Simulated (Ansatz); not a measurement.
Level of theory: PBE (plane waves to 420 eV, PAW; Ansatz, a first-principles code).

Planar average of the electrostatic potential across the slab, in eV from the Fermi level, for a constructed model of the (111) surface of fcc Rh, p(2x2) surface alloy, Sb on one Rh site of the top plane (bottom of the slab: a bare face, its two planes held):

(z (Å), V (eV)): (4.01, 5.17); (4.30, 5.17); (4.58, 5.16); (4.87, 5.16); (5.16, 5.15); (5.44, 5.13); (5.73, 5.08); (6.02, 4.99); (6.30, 4.79); (6.59, 4.37); (6.88, 3.45); (7.16, 1.46); (7.45, -4.01); (7.73, -14.46); (8.02, -23.40); (8.31, -25.21); (8.59, -18.87); (8.88, -8.28); (9.17, -1.16); (9.45, -0.89); (9.74, -7.25); (10.03, -17.91); (10.31, -25.08); (10.60, -24.49); (10.89, -16.45); (11.17, -6.01); (11.46, -0.90); (11.74, -2.45); (12.03, -10.94); (12.32, -21.12); (12.60, -25.82); (12.89, -22.32); (13.18, -12.59); (13.46, -3.22); (13.75, -0.46); (14.04, -3.83); (14.32, -13.57); (14.61, -22.93); (14.90, -25.68); (15.18, -20.28); (15.47, -9.88); (15.76, -1.90); (16.04, -0.79); (16.33, -6.19); (16.61, -16.70); (16.90, -24.60); (17.19, -24.94); (17.47, -17.57); (17.76, -7.00); (18.05, -1.01); (18.33, -1.58); (18.62, -8.45); (18.91, -17.70); (19.19, -22.70); (19.48, -21.01); (19.77, -13.79); (20.05, -5.46); (20.34, -0.47); (20.62, 2.26); (20.91, 3.57); (21.20, 4.17); (21.48, 4.45); (21.77, 4.58); (22.06, 4.64); (22.34, 4.67); (22.63, 4.68); (22.92, 4.69); (23.20, 4.69); (23.49, 4.69); (23.78, 4.69)

Slab: 24 atoms, 11.1 Å thick at the start; k 8x8x1, smearing 0.1 eV, dipole-corrected; 8 atoms held, the rest relaxed; start symmetry kept, larger cells not searched; no spin, no spin-orbit, no U. It is one candidate, not shown to be the stable structure of the face.

Question: The surface cell has an area of 25.41 Å². What dipole along the normal does the step between the two vacuum levels imply?

Answer: the top vacuum level lies 0.47 eV below the bottom one; p = −ε₀ A ΔV (ε₀ = 0.005526 e/(V·Å)) gives 0.07 e·Å a cell.
